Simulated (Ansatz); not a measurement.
# LiB (P6₃/mmc, No. 194, 4 atoms in the cell; start mp-1001835)

Level of theory: LDA (Ansatz, an electronic-structure program, PAW).

Run with plane-wave cutoff 520 eV, 18×18×18 k mesh, Fermi–Dirac smearing 0.05 eV, scalar-relativistic PAW data made under PBE.

Cell (relaxed at this level):

```yaml
crystal:
  lattice:
    - [3.92041, 0.00000, 0.00000]
    - [-1.96021, 3.39518, 0.00000]
    - [0.00000, 0.00000, 3.07893]
  atoms:
    - { symbol: Li, position: [0.33333, 0.66667, 0.25000] }
    - { symbol: Li, position: [0.66667, 0.33333, 0.75000] }
    - { symbol: B, position: [0.00000, 0.00000, 0.25000] }
    - { symbol: B, position: [0.00000, 0.00000, 0.75000] }
```

| Item | Value |
|---|---|
| band gap | none |
| bulk modulus B0 | 62.7 GPa |

Note: the relaxation could not lower the start's symmetry, so the cell can be a saddle point above a distorted one; the bulk modulus is −V dP/dV from two relaxed cells at ±2 % in volume.

Static lattice: no zero-point or thermal effects.

The result took around 100 core-seconds (rough).

A start named mp-… is a Materials Project structure, which need not be a measured phase.
